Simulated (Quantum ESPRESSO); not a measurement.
Input and output of a self-consistent single point for Mg14ZnNi (P-6m2, 16 atoms in the cell) (Quantum ESPRESSO).

Method: LDA (PZ), GBRV 1.5 ultrasoft (LDA) pseudopotentials (plane waves; Quantum ESPRESSO).

```xyz
16
Lattice="6.2592 0.0000 0.0000 -3.1296 5.4206 0.0000 0.0000 0.0000 9.7959" Properties=species:S:1:pos:R:3 pbc="T T T"
Mg     4.6935     2.7098     0.0000
Mg     3.1296     0.0011     0.0000
Mg     1.5657     2.7098     0.0000
Mg     4.6831     2.7038     4.8979
Mg     3.1296     0.0131     4.8979
Mg     1.5761     2.7038     4.8979
Mg    -1.6330     4.5566     2.4951
Mg     1.6330     4.5566     7.3008
Mg     0.0000     1.7281     2.4951
Mg    -1.6330     4.5566     7.3008
Mg     1.6330     4.5566     2.4951
Mg     0.0000     1.7281     7.3008
Mg     3.1296     1.8069     2.4336
Mg     3.1296     1.8069     7.3623
Zn     0.0000     0.0000     0.0000
Ni     0.0000     0.0000     4.8979
```

Reference input (self-consistent single point, DFT, LDA (PZ), plane waves, GBRV 1.5 ultrasoft (LDA) pseudopotentials): ecutwfc = 50 Ry; ecutrho = 400 Ry; occupations = smearing; smearing = fd; degauss = 0.0036749 Ry; potentials = {Mg: mg_lda_v1.4.uspp.F.UPF, Zn: zn_lda_v1.uspp.F.UPF, Ni: ni_lda_v1.4.uspp.F.UPF}; K_POINTS = automatic 4 4 2 0 0 0; conv_thr = 1e-10 Ry. This run's input differs from it in these lines:

```diff
@@ -15,3 +15,3 @@
     occupations = 'smearing',
-    smearing = 'fd',
+    smearing = 'cold',
     degauss = 0.0036749,
```

Log, with long lists cut:

```
     Self-consistent Calculation

     iteration #  1     ecut=    50.00 Ry     beta= 0.70

     total energy              =   -2421.32810082 Ry
     estimated scf accuracy    <     167.34872721 Ry

     iteration #  2     ecut=    50.00 Ry     beta= 0.70

     total energy              =   -2372.08499037 Ry
     estimated scf accuracy    <    1871.72207784 Ry

     iteration #  3     ecut=    50.00 Ry     beta= 0.70

     total energy              =   -2556.76866167 Ry
     estimated scf accuracy    <      87.04951570 Ry

   [... 16 blocks of this kind left out ...]

     iteration # 20     ecut=    50.00 Ry     beta= 0.70

     total energy              =   -2555.27007174 Ry
     estimated scf accuracy    <          1.6E-09 Ry

     iteration # 21     ecut=    50.00 Ry     beta= 0.70
     End of self-consistent calculation

     the Fermi energy is     6.1570 ev

!    total energy              =   -2555.27007174 Ry
     estimated scf accuracy    <          4.6E-11 Ry
     smearing contrib. (-TS)   =       0.00019331 Ry
     internal energy E=F+TS    =   -2555.27026505 Ry

     convergence has been achieved in  21 iterations

     Forces acting on atoms (cartesian axes, Ry/au):

     atom    1 type  1   force =    -0.00002454   -0.00001417    0.00000000
     atom    2 type  1   force =    -0.00000000    0.00002834    0.00000000
     atom    3 type  1   force =     0.00002454   -0.00001417    0.00000000
     atom    4 type  1   force =    -0.00049287   -0.00028456   -0.00000000
     atom    5 type  1   force =     0.00000000    0.00056912   -0.00000000
   [... lines left out ...]

     Total force =     0.011475     Total SCF correction =     0.000035

          total   stress  (Ry/bohr**3)                   (kbar)     P=      -28.13
  -0.00019163   0.00000000   0.00000000          -28.19        0.00        0.00
   0.00000000  -0.00019163   0.00000000            0.00      -28.19        0.00
   0.00000000   0.00000000  -0.00019051            0.00        0.00      -28.02

   JOB DONE.
```

The run converged in 21 iterations. Against the reference run the free energy rises by 1.8 meV/atom, the pressure stays at -2.81 GPa and the largest force goes from 0.112 to 0.119 eV/Å.

The starting cell comes from a database of computed structures (which also holds hypothetical and non-ambient phases and stackings), without a prior relaxation at this level. Spin polarisation is off.

Cost on one core of a shared machine: roughly 20 min.
